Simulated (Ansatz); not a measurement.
**LiF under load (space group Fm-3m): band-edge transport data**

Input:

```xyz
2
Lattice="0.0000 1.9635 1.9635 1.9635 0.0000 1.9635 1.9635 1.9635 0.0000" Properties=species:S:1:pos:R:3 pbc="T T T"
Li     0.0000     0.0000     0.0000
F      1.9635     1.9635     1.9635
```

All values below come from PBEsol, rigid bands (plane waves, PAW, scalar-relativistic; Ansatz, an electronic-structure program). Condition of this run: hydrostatic pressure 5 GPa (the target of the relaxation). Cell: cell and atoms relaxed with PBEsol, then loaded as said.

```
Property                                                                                                                                                       Value
---------------------------------------------------------------------------------------------------------------------------------------  ---------------------------
band gap                                                                                                                                                     9.62 eV
electron conductivity mass (300 K, dilute)                                                                                                                   0.95 mₑ
hole conductivity mass (300 K, dilute)                                                                                                                        3.3 mₑ
effective density of states N_c (300 K)                                                                                                                  2.4e19 cm⁻³
effective density of states N_v (300 K)                                                                                                                  2.2e21 cm⁻³
density-of-states mass, electrons                                                                                                                            0.97 mₑ
density-of-states mass, holes                                                                                                                                19.8 mₑ
Seebeck coefficient, n-type 1e19 cm⁻³, 300 K                                                                                                               -289 μV/K
best n-type power factor at 300 K for τ = 10 fs (best axis; densities from 1e16 to 1e21 cm⁻³ tried, whether or not they can be reached)  4.0 μW/(cm·K²) at 1e20 cm⁻³
Seebeck coefficient, p-type 1e19 cm⁻³, 300 K                                                                                                                647 μV/K
```

Rigid bands; masses and Seebeck coefficients take one relaxation time τ for all states and one kind of carrier; polarons and phonon drag are left out. Spin-orbit coupling is left out.
